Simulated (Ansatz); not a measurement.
Seebeck coefficient (μV/K, mean over directions) of p-type monolayer ZrS₂ against carrier density, HSE06, rigid bands (Ansatz, a quantum-chemistry and plane-wave program). Computed gap 2.02 eV; densities at which minority carriers matter at this gap, or further valleys turn the trend, are left out. Conductivity mass 0.34 mₑ (harmonic mean over directions), N_v = 7.5e12 cm⁻² at 300 K.

| hole density | 300 K | 500 K |
|---|---|---|
| 1.9e9 cm⁻² | 882 | 927 |
| 1.9e10 cm⁻² | 683 | 728 |
| 1.9e11 cm⁻² | 485 | 530 |
| 5.7e11 cm⁻² | 390 | 435 |
| 1.9e12 cm⁻² | 287 | 332 |
| 5.7e12 cm⁻² | 193 | … |
| 1.9e13 cm⁻² | 96 | … |
| 5.7e13 cm⁻² | 37 | … |

Q: Complete the blanks.

A: 
- 5.7e12 cm⁻², 500 K: 237
- 1.9e13 cm⁻², 500 K: 137
- 5.7e13 cm⁻², 500 K: 65

Rigid bands with a gap fixed in temperature, one relaxation time for all states, no polarons or phonon drag, and whether or not such doping can be reached. Spin-orbit coupling is left out; where it splits the top of the valence band, N_v and the p-type Seebeck coefficient come out somewhat high without it. Geometry: cell and atoms relaxed with PBE.

Model free-standing layer, not matched to a measured one here: monolayer ZrS2.
